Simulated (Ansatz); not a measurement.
Li2MnO3 (C2/m, No. 12) was calculated with BLYP (PAW; Ansatz, a quantum-chemistry and plane-wave program).

Run with plane-wave cutoff 520 eV, 8×8×8 k mesh, Fermi–Dirac smearing 0.01 eV, spin-polarised with parallel moments, scalar-relativistic PAW data made under PBE.

Properties against volume:

Shape and atoms are relaxed at each volume.

```json
[
 {"V (Å³/atom)": "8.330", "P (GPa)": "4.86", "direct gap at Γ (eV)": "2.117", "smallest gap on the k mesh (eV)": "1.452"},
 {"V (Å³/atom)": "8.504", "P (GPa)": "2.30", "direct gap at Γ (eV)": "2.109", "smallest gap on the k mesh (eV)": "1.476"},
 {"V (Å³/atom)": "8.677", "P (GPa)": "0.01", "direct gap at Γ (eV)": "2.101", "smallest gap on the k mesh (eV)": "1.498"},
 {"V (Å³/atom)": "8.851", "P (GPa)": "-2.05", "direct gap at Γ (eV)": "2.092", "smallest gap on the k mesh (eV)": "1.518"},
 {"V (Å³/atom)": "9.024", "P (GPa)": "-3.89", "direct gap at Γ (eV)": "2.082", "smallest gap on the k mesh (eV)": "1.535"}
]
```

The fundamental gap (1.50 eV at the equilibrium volume, with added k points) lies elsewhere than Γ–Γ.

Note: the magnetic order was assumed, not searched for or taken from measurement; the relaxation could not lower the start's symmetry, so the cell can be a saddle point above a distorted one; the volume lies 5 % above that of the published cell; without U or exact exchange, gaps and moments of open d shells tend to come out too small; the bulk modulus comes from volumes at which shape and atoms were relaxed.
